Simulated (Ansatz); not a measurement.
**Ag2S: isotropic strain +1.46 %**

Base system: Ag2S in the anti-fluorite structure (space group Fm-3m, No. 225; a = 6.090 Å; a model cell, its experimental status unchecked).

One thing is altered: every lattice vector is stretched by 1.46 %, atoms relaxed at fixed cell.

Computed with Ansatz (a first-principles code), PBEsol, PAW, cutoff 420 eV, spin-orbit coupling left out, earlier PAW set. Settings: 13×13×13 k-points, 0.05 eV Fermi–Dirac smearing.

| quantity | base | changed | shift |
|---|---|---|---|
| volume per atom | 18.82 Å³ | 19.66 Å³ | +0.84 Å³ |
| space group | Fm-3m (No. 225) | Fm-3m (No. 225) | – |
| shortest interatomic distance | 2.637 Å | 2.676 Å | +0.039 Å |
| energy relative to the base (free energy F) | 0 meV/atom | +8.7 meV/atom | +8.7 meV/atom |
| pressure | 0.0 GPa | -3.2 GPa | -3.2 GPa |
| band gap | zero | zero | – |

Cost of the whole job for the changed cell (relaxation, final SCF and bands): about 8 core-seconds (a rough figure).

Whether these cells are dynamically stable was not tested. All final runs are without spin polarisation. This is not the structure that Ag2S has at room temperature and ambient pressure. A zero or small gap of Ag2S can be the functional's error rather than a property of the material.
